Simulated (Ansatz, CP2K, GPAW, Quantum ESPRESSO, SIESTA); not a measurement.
IrRh3 (Pm-3m, 4 atoms in the cell) computed with different codes at matched settings

Self-consistent single point.

```
IrRh3
1.0
    3.81706     0.00000     0.00000
    0.00000     3.81706     0.00000
    0.00000     0.00000     3.81706
Ir Rh
1 3
Direct
  0.00000   0.00000   0.00000
  0.00000   0.50000   0.50000
  0.50000   0.00000   0.50000
  0.50000   0.50000   0.00000
```

All programs got the same cell, k-point mesh and kind of occupations (in Ansatz's words: kpoints.mp_grid.grid = 6 6 6; scf.occupations.method = fermi_dirac; scf.occupations.width = 0.1 eV); potentials, basis and cutoffs are each program's usual ones.

| code | model | pressure (GPa) | k-points | cutoff |
|---|---|---|---|---|
| Ansatz | LDA (PW92), PAW files made with PBE | -11.97 | 20 | 420 eV |
| CP2K | LDA (Pade form), GPW, DZVP-MOLOPT-SR-GTH basis, GTH-PADE potentials (GTH_POTENTIALS) | -15.70 | 112 | grid 500 Ry |
| SIESTA | LDA PW92, numerical atomic orbitals TZP, PseudoDojo LDA standard norm-conserving potentials (rewritten from UPF to PSML) | -11.18 | 132 | grid 300 Ry |
| Quantum ESPRESSO | LDA (PZ), GBRV 1.5 ultrasoft (LDA) pseudopotentials | -12.98 | 20 | 40 Ry |
| GPAW | LDA (Perdew-Wang 92), GPAW PAW datasets LDA (gpaw-data 1.0.1) | -11.20 | 20 | 600 eV |

The spread over the programs that give each value: pressure within 4.52 GPa.

The starting cell comes from a database of computed structures (which also holds hypothetical and non-ambient phases and stackings), without a prior relaxation at this level. On Ansatz's run: Spin-orbit coupling is off. Spin polarisation is off. In the base run, with a pressure of about -12 GPa the cell is away from its equilibrium volume at this level.

Question: Why do the programs differ, and what cannot be compared?

Answer: Differences of this kind can come from the potentials, where these differ, and from what each basis and cutoff leave unconverged. The valence holds different numbers of electrons (Ansatz (a quantum-chemistry and plane-wave program) 68, CP2K 68, SIESTA 68, Quantum ESPRESSO 60, GPAW 60). The zero of total energies and Fermi levels follows the potentials and each program's conventions, so they are not compared here. CP2K and SIESTA use small atom-centred bases, whose incompleteness enters pressures, forces and empty levels differently from a plane-wave cutoff. Ansatz's pressure is given at a fixed set of plane waves, as the other plane-wave codes print theirs; with its correction for the finite basis it is -11.88 GPa. The same LDA comes in different parametrisations, which differ slightly. The programs reduce the same mesh by symmetry to different extents, which changes the work and not the result. In the pressure, CP2K (by 3.73) and Quantum ESPRESSO (by 1.02) lie more than 1 GPa from the median of the plane-wave programs.

Left out of this page: ABINIT (with a known weakness of the program); Elk and FLEUR (not drawn, or without a comparable value).

Keys are those of Ansatz 0.2.
